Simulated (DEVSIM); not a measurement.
System: illuminated CdTe p-on-n cell, one wavelength, at 250 K.

Layer 1 from the left is CdTe, thickness (μm) 0.560, Na (cm⁻³) 3.1e18, τn (s) 1.7e-8, τp (s) 2e-10, absorption coefficient (cm⁻¹) 16000. Layer 2 from the left is CdTe, thickness (μm) 4.20, Nd (cm⁻³) 1.5e17, τn (s) 1.8e-8, τp (s) 1.8e-8, absorption coefficient (cm⁻¹) 16000.

Left contact: ohmic, minority electron recombination velocity 10 cm/s. Right contact: ohmic, minority hole recombination velocity 2e6 cm/s. Voltage is applied to the left contact. Recombination: SRH at mid-gap, radiative, Auger. Light enters at the left, 4.7e17 photons cm⁻² s⁻¹, one pass, no reflection. Mobility is constant in doping.

Constants are typed, rounded textbook-type inputs, not results; the design itself was drawn at random and stands for no fabricated device. Values at 300 K; Nc and Nv go as T^1.5, mobilities as T to minus their exponent, the gap by Varshni's rule with the affinity fixed.

CdTe: gap (eV) 1.5, affinity (eV) 4.28, permittivity 10.2, Nc (cm⁻³) 8e17, Nv (cm⁻³) 1.8e19, μn (cm²/Vs) 1000, μp (cm²/Vs) 80, T exponent of μn 1.7, T exponent of μp 1.5, B (cm³/s) 1e-10, Cn (cm⁶/s) 1e-30, Cp (cm⁶/s) 1e-30, Varshni α (eV/K) 0.00031, Varshni β (K) 108.

DEVSIM, 1D drift-diffusion, Boltzmann statistics, complete ionisation; no tunnelling, impact ionisation, image-force lowering or self-heating.

Dark forward current:

| |V| (V) | |J| (A/cm²) |
|---|---|
| 0.20 | 2.780e-13 |
| 0.25 | 9.159e-13 |
| 0.30 | 3.030e-12 |
| 0.35 | 9.883e-12 |
| 0.40 | 3.214e-11 |
| 0.45 | 1.058e-10 |
| 0.50 | 3.488e-10 |
| 0.55 | 1.145e-9 |
| 0.60 | 3.772e-9 |
| 0.65 | 1.249e-8 |
| 0.70 | 4.140e-8 |
| 0.75 | 1.376e-7 |
| 0.80 | 4.601e-7 |
| 0.85 | 1.546e-6 |
| 0.90 | 5.250e-6 |
| 0.95 | 1.819e-5 |
| 1.00 | 6.596e-5 |
| 1.05 | 0.0002652 |
| 1.10 | 0.001301 |
| 1.15 | 0.008361 |
| 1.20 | 0.06768 |
| 1.25 | 0.6236 |
| 1.30 | 6.006 |
| 1.35 | 53.63 |
| 1.40 | 351.6 |
| 1.45 | 1670 |

**Question.** Work out the local ideality factor n = ΔV / (kT/q · ln(J2/J1)) between the rows 0.20 and 0.25 V, 1.25 and 1.30 V, 1.40 and 1.45 V.

**Answer.** kT/q = 21.54 mV. From 0.20 to 0.25 V: ln(9.159e-13/2.780e-13) = 1.192, n = 1.95, near the 2 of recombination in the depletion region. From 1.25 to 1.30 V: ln(6.006/0.6236) = 2.265, n = 1.02, near the 1 of diffusion or emission over a barrier. From 1.40 to 1.45 V: ln(1670/351.6) = 1.558, n = 1.49; the layers' resistance at their doping, Σ W/(qμN) = 1.4e-5 Ω cm², would take 18 mV of this step of 50 mV.

**Question.** What current could the absorbed light give at most, and what share is collected?

**Answer.** Σ αd = 7.62, so qΦ(1 − exp(−Σ αd)) = 75.3 mA/cm². The simulated short-circuit current is 67.63 mA/cm², a share of 0.90.

**Question.** Estimate the open-circuit voltage by superposition: the voltage at which the dark current equals that short-circuit current.

**Answer.** Interpolating ln J in the table gives 1.200 V. The simulation gives 1.200 V, the same within the digits that matter. Superposition holds where collection doesn't change with voltage.

**Question.** Estimate the fill factor from FF0 = (v − ln(v + 0.72))/(v + 1), v = qVoc/(nkT), with n from the dark curve.

**Answer.** The rows about Voc, 1.15 and 1.20 V, give n = 1.11, so v = 50.2 and FF0 = 0.904. The simulation gives 0.891; the estimate lies 1.4 % above.
